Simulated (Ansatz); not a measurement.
## Convergence test for SnO₂ (P4_2/mnm, 6 atoms in the cell)

```xyz
6
Lattice="4.7105 0.0000 0.0000 0.0000 4.7105 0.0000 0.0000 0.0000 3.1709" Properties=species:S:1:pos:R:3 pbc="T T T"
Sn     2.3553     2.3553     1.5855
Sn     0.0000     0.0000     0.0000
O      0.9140     3.7965     1.5855
O      3.7965     0.9140     1.5855
O      3.2692     3.2692     0.0000
O      1.4413     1.4413     0.0000
```

Method: HSE06, PAW files made with PBE (plane waves; Ansatz, a first-principles code).

The starting cell comes from a database of computed structures (which also holds hypothetical and non-ambient phases and stackings), without a prior relaxation at this level. Its lattice was rescaled by a random factor within 2.5 % of one. In the base run, with a pressure of about 5 GPa the cell is away from its equilibrium volume at this level. Ansatz's pressure includes its estimate of the finite-basis (Pulay) stress.

Held fixed: basis.ecutwfc = 420 eV; hamiltonian.xc = hse06; hamiltonian.pseudopotentials = {kind: paw} (the program's default PAW files); scf.occupations.method = gaussian; scf.occupations.width = 0.01 eV.

ΔF is the free energy per atom less that of the last row (5 5 7).

```
kpoints.mp_grid.grid  ΔF (meV/atom)  pressure (GPa)  largest force (eV/Å)  gap on the mesh (eV)  k-points  iterations
--------------------  -------------  --------------  --------------------  --------------------  --------  ----------
2 2 3                          12.6            5.24                 0.048                 3.244         6          15
3 3 4                          1.62            5.38                 0.053                 3.227         9          15
3 3 5                          0.53            5.39                 0.051                 3.226         9          16
5 5 7                          0.00            5.41                 0.051                 3.223        24          15
```

Pressure within 0.1 GPa of the last row: from kpoints.mp_grid.grid = 3 3 4 on; the one before it is off by 0.18 GPa. The value it settles on is 5.41 GPa at this level of theory and with the other settings as held.

Gaps are taken between levels on the mesh.

Keys are those of Ansatz 0.2.
